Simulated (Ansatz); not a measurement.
SiTe2 (model structure, started from the rutile type, P4₂/mnm, No. 136, 6 atoms in the cell), treated with PBEsol in Ansatz (PAW).

Run with plane-wave cutoff 520 eV, 10×10×14 k mesh (along the axes of the cell as run), Fermi–Dirac smearing 0.05 eV, scalar-relativistic PAW data made under PBE.

Cell (relaxed at this level):

```xyz
6
Lattice="6.4008 0.0000 0.0000 0.0000 6.4008 0.0000 0.0000 0.0000 3.9840" Properties=species:S:1:pos:R:3 pbc="T T T"
Si     0.0000     0.0000     0.0000
Si     3.2004     3.2004     1.9920
Te     1.9193     1.9193     0.0000
Te     5.1197     1.2811     1.9920
Te     1.2811     5.1197     1.9920
Te     4.4815     4.4815     0.0000
```

Question: What does this level give for the bulk modulus?

Answer: 
- bulk modulus = 55.2 GPa

The run finds no gap.

Note: the bulk modulus is −V dP/dV from two relaxed cells at ±2 % in volume; the relaxation could raise the start's symmetry but not lower it, so the cell can be a saddle point.

Spin–orbit coupling is not included; it can open a gap where bands touch, and shift volumes and moduli.

Computed values are for the static lattice.

The result took roughly 7 core-minutes.

A model structure was made by putting elements into a prototype or built by hand; it is no filed structure, need not be a known phase, and can be a saddle point held by its symmetry.

Ansatz is a first-principles code.
